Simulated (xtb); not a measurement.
xtb 6.7.1, GFN2-xTB: Al(Et)2(NH2) (C[CH2][Al]([NH2])[CH2]C), 18 atoms. The geometry is a generated start, not checked to be a minimum at this level.

```
Item                       Value
-----------------  -------------
run flags                 --grad
method                  GFN2-xTB
--acc                1 (default)
--etemp (K)        300 (default)
basis functions               42
valence electrons             36
```

```xyz
18

Al     0.2031     0.4761     0.4162
C      1.5136    -0.8994     1.0788
C      1.2374    -2.3376     0.6164
H      1.5331    -0.8764     2.1780
H      2.5340    -0.6232     0.7769
H      1.2594    -2.4030    -0.4707
H      0.2544    -2.6680     0.9488
H      1.9814    -3.0313     1.0119
C     -1.2206     0.0281    -0.9365
C     -1.7649     1.2713    -1.6530
H     -2.0641    -0.4921    -0.4615
H     -0.8413    -0.6793    -1.6873
H     -0.9762     1.7688    -2.2157
H     -2.1620     1.9852    -0.9334
H     -2.5657     1.0125    -2.3484
N      0.3230     2.1262     1.0741
H      0.9116     2.3831     1.8569
H     -0.1562     2.9589     0.7485
```

One run each on 1 thread. Values of broydamp tried: 0.02, 0.05, 0.1, 0.2, 0.4 (default), 0.6, 0.8, 1.

### Question
Which value of broydamp needs the fewest SCC iterations, and what happens away from it?

### Answer
Fewest SCC iterations, within one of each other: 0.4 (default) with 14, 0.6 with 13, 0.8 with 13, 1 with 14. The count rises to 22 at 0.02. All converge to one solution.

```tsv
broydamp	SCC iterations	end
0.02	22	same solution
0.05	20	same solution
0.1	18	same solution
0.2	15	same solution
0.4 (default)	14	same solution
0.6	13	same solution
0.8	13	same solution
1	14	same solution
```
